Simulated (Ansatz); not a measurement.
Bond-angle distributions (per cent of the angles at each element, bins of 10°) of a relaxed model of amorphous Si$_{32}$O$_{32}$ at 2.37 g/cm³. Level of theory: PBE, scalar-relativistic without spin-orbit coupling (plane waves to 420 eV, PAW; Ansatz, a quantum-chemistry and plane-wave program). The usual formal charges leave 64 electrons over, so the level spacing at the Fermi energy parts defect or band states and needn't be the band gap.

It comes from a melt-quench run on a machine-learned potential (CHGNet), relaxed afterwards by DFT. O atoms were pushed apart under 1.9 Å during the dynamics, to hinder bonds among them. The hot cell started wider than the set density and was brought back towards it in steps. It is the lowest in DFT energy of 2 quenches. It is a model cell: composition and starting density were chosen by hand, and all elements were melted together. No dispersion term was used. Its density started from a set value of 2.17 and ended at 2.37 g/cm³. Cooling (nominally 730 K/ps over its main leg) ran many orders faster than in experiment, which tends to leave more defects and strain. A cell of this size samples the disorder only roughly. Volume and shape were free in the relaxation. On a 2×2×2 Γ-centred mesh force components of up to 0.32 eV/Å stay, since the relaxation ran on the zone centre alone.

Bonds are counted up to Si-Si 2.60 Å, Si-O 2.06 Å, O-O 1.58 Å. Two cations that share two anions don't count as bonded, nor two that share one unless they lie closer than Si-Si 2.38 Å.

```json
[
 {"angle (°)": "50-60", "at Si": "0", "at O": "0"},
 {"angle (°)": "60-70", "at Si": "0", "at O": "0"},
 {"angle (°)": "70-80", "at Si": "1", "at O": "0"},
 {"angle (°)": "80-90", "at Si": "5", "at O": "0"},
 {"angle (°)": "90-100", "at Si": "13", "at O": "0"},
 {"angle (°)": "100-110", "at Si": "40", "at O": "8"},
 {"angle (°)": "110-120", "at Si": "27", "at O": "19"},
 {"angle (°)": "120-130", "at Si": "11", "at O": "6"},
 {"angle (°)": "130-140", "at Si": "3", "at O": "31"},
 {"angle (°)": "140-150", "at Si": "0", "at O": "14"},
 {"angle (°)": "150-160", "at Si": "0", "at O": "6"},
 {"angle (°)": "160-170", "at Si": "1", "at O": "8"},
 {"angle (°)": "170-180", "at Si": "0", "at O": "8"}
]
```

They go with these counts of neighbours within the cut-offs, cation contacts included: Si mean 3.6, most often 4; O mean 2.1, most often 2.
